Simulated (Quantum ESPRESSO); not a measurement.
# How far to go with the SCF threshold: LuF3 (P3m1, 4 atoms in the cell)

```
LuF3
1.0
    3.82734     0.00000     0.00000
   -1.91367     3.31457     0.00000
    0.00000     0.00000     4.21981
Lu F
1 3
Direct
  0.00000   0.00000   0.51185
  0.33333   0.66667   0.60999
  0.66667   0.33333   0.39001
  0.00000   0.00000   0.00000
```

Computed with PBEsol, PSlibrary ultrasoft (PBE) pseudopotentials (plane waves; Quantum ESPRESSO).

Base settings: ecutwfc = 55 Ry; ecutrho = 440 Ry; occupations = fixed; input_dft = pbesol; potentials = {Lu: Lu.pbe-spdn-rrkjus_psl.1.0.0.UPF, F: F.pbe-n-rrkjus_psl.1.0.0.UPF}; K_POINTS = automatic 3 3 3 0 0 0; nbnd = 20; conv_thr = 1e-10 Ry; mixing_beta = 0.4.

The mesh stays at the base's, so the ladder's end is converged at best in this setting alone.

Only quantities that move along the ladder and can be compared are tabulated; the gap is left out on so coarse a mesh.

The count of work is k-points × plane waves × bands × iterations; it is no time. 

The starting cell comes from a database of computed structures (which also holds hypothetical and non-ambient phases and stackings), without a prior relaxation at this level. Its lattice was rescaled by up to half a per cent. One atom was moved a little off its site on purpose. In the base run, with a pressure of about -4 GPa the cell is away from its equilibrium volume at this level.

```csv
conv_thr,free energy less the last step's (meV/atom),largest difference of a force vector from the last step's (eV/Å),count of work / last
0.0073 Ry,1.72,0.067,0.27
0.00073 Ry,0.04,0.040,0.33
7.3e-05 Ry,0.04,0.040,0.33
7.3e-06 Ry,0.00,0.005,0.47
7.3e-07 Ry,0.00,0.002,0.53
7.3e-08 Ry,0.00,0.001,0.60
7.3e-09 Ry,0.00,0.000,0.67
7.3e-10 Ry,0.00,0.000,0.73
1e-10 Ry,0.00,0.000,0.80
7.3e-12 Ry,0.00,0.000,0.87
7.3e-14 Ry,0.00,0.000,1.0
```

Coarsest conv_thr that holds the forces within 0.02 eV/Å of the last step, with all finer ones: 7.3e-06 Ry; the step before is off by 0.040 eV/Å.

Coarsest conv_thr that holds the free energy within 0.5 meV/atom of the last step, with all finer ones: 0.00073 Ry, at 0.33 of the last step's count of work; the step before is off by 1.7 meV/atom.
